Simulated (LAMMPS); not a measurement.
LAMMPS 22 Jul 2025, classical MD, EAM (NiAlH_jea.eam.alloy): NiAl, 1458 atoms.

task: MD, nve
potential: EAM, NiAlH_jea.eam.alloy
copies of the repeat unit: 9×9×9
shape (slab and sphere leave vacuum in the box): bulk
steps: 2000
timestep: 2 fs
thermo: 50
newton: on (default)
atom_modify sort (bins of 2 Å where set): 1000 (default)
comm_style: brick (default)
box: 26.0 × 26.0 × 26.0 Å
start: generated B2 lattice, warmed in an untimed run

All runs start from one configuration, warmed at this fixed volume for 1000 steps under a thermostat at 300 K. The run at a skin of 2 Å has a mean temperature of 296 K and a mean pressure of -2.3 GPa.

One run each, on a shared machine, so no times are given.

With neigh_modify every 1 delay 0 check yes, skins of 0.1, 0.3, 0.5, 1, 1.5, 2, 3 Å were run. Further schedules:
- skin 0.3 Å, every 10 delay 0 check yes
- skin 2 Å, every 10 delay 0 check yes
- skin 0.3 Å, every 1 delay 10 check yes
- skin 1 Å, every 100 delay 0 check no
- skin 2 Å, every 100 delay 0 check no
- skin 1 Å, every 1 delay 10 check yes
- skin 2 Å, every 1 delay 10 check yes

A schedule rebuilds too seldom if it shows a dangerous build, rebuilds less often than the check at every step does at that skin, or fails.

Q: How often does the distance check rebuild the lists at each skin, and which schedules rebuild too seldom?

A: With the check at every step the rebuilds are 765 at 0.1 Å, 292 at 0.3 Å, 171 at 0.5 Å, 36 at 1 Å, 0 at 1.5 Å, 0 at 2 Å, 0 at 3 Å. Too seldom: skin 0.3 Å, every 10 delay 0 check yes; skin 0.3 Å, every 1 delay 10 check yes; skin 1 Å, every 100 delay 0 check no.

```json
[
 {"setting": "skin 0.1 Å, every 1 delay 0 check yes", "rebuilds": "765", "dangerous builds": "—", "list entries an atom": "30.2", "change of the total energy (meV/atom)": "+0.0012"},
 {"setting": "skin 0.3 Å, every 1 delay 0 check yes", "rebuilds": "292", "dangerous builds": "—", "list entries an atom": "31.9", "change of the total energy (meV/atom)": "+0.0012"},
 {"setting": "skin 0.5 Å, every 1 delay 0 check yes", "rebuilds": "171", "dangerous builds": "—", "list entries an atom": "32.8", "change of the total energy (meV/atom)": "+0.0012"},
 {"setting": "skin 1 Å, every 1 delay 0 check yes", "rebuilds": "36", "dangerous builds": "—", "list entries an atom": "55.6", "change of the total energy (meV/atom)": "+0.0012"},
 {"setting": "skin 1.5 Å, every 1 delay 0 check yes", "rebuilds": "0", "dangerous builds": "—", "list entries an atom": "65.4", "change of the total energy (meV/atom)": "+0.0012"},
 {"setting": "skin 2 Å, every 1 delay 0 check yes", "rebuilds": "0", "dangerous builds": "—", "list entries an atom": "82.8", "change of the total energy (meV/atom)": "+0.0012"},
 {"setting": "skin 3 Å, every 1 delay 0 check yes", "rebuilds": "0", "dangerous builds": "—", "list entries an atom": "117", "change of the total energy (meV/atom)": "+0.0012"},
 {"setting": "skin 0.3 Å, every 10 delay 0 check yes", "rebuilds": "200", "dangerous builds": "200", "list entries an atom": "31.9", "change of the total energy (meV/atom)": "+0.0012"},
 {"setting": "skin 2 Å, every 10 delay 0 check yes", "rebuilds": "0", "dangerous builds": "0", "list entries an atom": "82.8", "change of the total energy (meV/atom)": "+0.0012"},
 {"setting": "skin 0.3 Å, every 1 delay 10 check yes", "rebuilds": "200", "dangerous builds": "200", "list entries an atom": "31.9", "change of the total energy (meV/atom)": "+0.0012"},
 {"setting": "skin 1 Å, every 100 delay 0 check no", "rebuilds": "20", "dangerous builds": "not counted", "list entries an atom": "55.7", "change of the total energy (meV/atom)": "+0.0012"},
 {"setting": "skin 2 Å, every 100 delay 0 check no", "rebuilds": "20", "dangerous builds": "not counted", "list entries an atom": "82.9", "change of the total energy (meV/atom)": "+0.0012"},
 {"setting": "skin 1 Å, every 1 delay 10 check yes", "rebuilds": "36", "dangerous builds": "0", "list entries an atom": "55.6", "change of the total energy (meV/atom)": "+0.0012"},
 {"setting": "skin 2 Å, every 1 delay 10 check yes", "rebuilds": "0", "dangerous builds": "0", "list entries an atom": "82.8", "change of the total energy (meV/atom)": "+0.0012"}
]
```

Where the energy changes as in the checked runs, the late rebuilds cost nothing that shows in this run. List entries are as LAMMPS prints them (Ave neighs/atom).
